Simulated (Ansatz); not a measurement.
Consider ZnS in the zinc blende structure (space group F-43m, No. 216; a = 5.3891 Å). Axes: x, y, z lie along the cube axes.

All numbers come from r2SCAN in Ansatz (plane waves to 500 eV, PAW, no SOC).

For the base:

* **Shortest interatomic distance**: 2.334 Å
* **Valence-band top at Γ**: 0.00, 0.00, 0.00 eV
* **Band gap**: 2.70 eV

The change: a pure shear with ε_xy = ε_yx = 0.0143; the atoms relax in the strained cell.

Q: Predict the new shortest interatomic distance, largest internal atomic displacement, valence-band top at Γ, band gap and energy relative to the base.

A: The shortest interatomic distance drops by 0.006 Å, from 2.334 Å to 2.328 Å; the largest internal atomic displacement comes out as 0.014 Å; the valence-band top at Γ (three highest levels, from the VBM) becomes 0.00, -0.09, -0.16 eV (base: 0.00, 0.00, 0.00 eV); the band gap decreases by 0.09 eV to 2.61 eV; the energy rises by 2.5 meV/atom.

Whether these cells are dynamically stable was not tested.

Ansatz is a program for electronic structure.
